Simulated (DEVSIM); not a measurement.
Structure: illuminated Si n-on-p cell, one wavelength, with a back-surface field, at 300 K.

Layer 1 from the left is Si, thickness (μm) 0.740, Nd (cm⁻³) 5.6e17, τn (s) 1.4e-8, τp (s) 2.7e-7, absorption coefficient (cm⁻¹) 2400. Layer 2 from the left is Si, thickness (μm) 89.0, Na (cm⁻³) 1.1e16, τn (s) 3e-7, τp (s) 3e-7, absorption coefficient (cm⁻¹) 2400. Layer 3 from the left is Si, thickness (μm) 0.510, Na (cm⁻³) 2.1e18, τn (s) 3e-7, τp (s) 3e-7, absorption coefficient (cm⁻¹) 2400.

Left contact: ohmic, minority hole recombination velocity 2e5 cm/s. Right contact: ohmic, minority electron recombination velocity 400 cm/s. Voltage is applied to the left contact. Recombination: SRH at mid-gap, radiative, Auger. Light enters at the left, 8.7e17 photons cm⁻² s⁻¹, one pass, no reflection. Mobility is μmin + (μ − μmin)/(1 + (N/Nref)^α).

This is a model device: material constants are rounded textbook-type values typed into the input, and sizes, dopings and lifetimes were drawn at random. Values at 300 K.

Si: gap (eV) 1.124, affinity (eV) 4.05, permittivity 11.7, Nc (cm⁻³) 2.86e19, Nv (cm⁻³) 3.1e19, μn (cm²/Vs) 1417, μp (cm²/Vs) 470, μn,min 52, μp,min 45, Nref,n 9.7e16, Nref,p 2.2e17, αn 0.68, αp 0.72, B (cm³/s) 4.7e-15, Cn (cm⁶/s) 2.8e-31, Cp (cm⁶/s) 9.9e-32.

Model (solved in DEVSIM): 1D drift-diffusion, Boltzmann statistics, complete ionisation; no tunnelling, impact ionisation, image-force lowering or self-heating.

Task: What does the simulation give for the open-circuit voltage, the dark forward voltage at 1 A/cm²?

Result: open-circuit voltage 0.583 V; dark forward voltage at 1 A/cm² 0.648 V.
